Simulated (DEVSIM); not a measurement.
System: Ru/SiO2/p-Ge capacitor, at 300 K.

```csv
layer (left to right),material,thickness (nm),Na (cm⁻³)
1,SiO2,1.40,-
2,Ge,1600,1.3e17
```

Metal gate on the left, work function 4.7 eV. Fixed charge at the semiconductor interface 0 cm⁻² (in units of +e); no interface traps.

The device is made up for the run: typed textbook-type constants, with dimensions and the other settings drawn at random. Values at 300 K.

```csv
parameter,SiO2,Ge
gap (eV),9,0.664
affinity (eV),0.9,4
permittivity,3.9,16
Nc (cm⁻³),-,1.04e19
Nv (cm⁻³),-,6e18
```

DEVSIM, 1D Poisson equation in equilibrium, Boltzmann statistics, complete ionisation; no quantum confinement or tunnelling. Metal contacts follow the ideal Schottky-Mott rule: no Fermi-level pinning, no interface dipoles.

The interface trap density was swept, all else fixed.

```csv
interface trap density (cm^-2 eV^-1),flat-band voltage (V),threshold voltage (band bending 2φF) (V),minimum of the low-frequency capacitance (μF/cm²)
0,0.14,0.65,0.199
1e10,0.13,0.65,0.200
1e11,0.13,0.65,0.212
3e11,0.13,0.66,0.239
1e12,0.12,0.67,0.327
2e12,0.11,0.68,0.443
```

From the first row to the last the flat-band voltage goes from 0.14 to 0.11. From the first row to the last the threshold voltage (band bending 2φF) goes from 0.65 to 0.68.
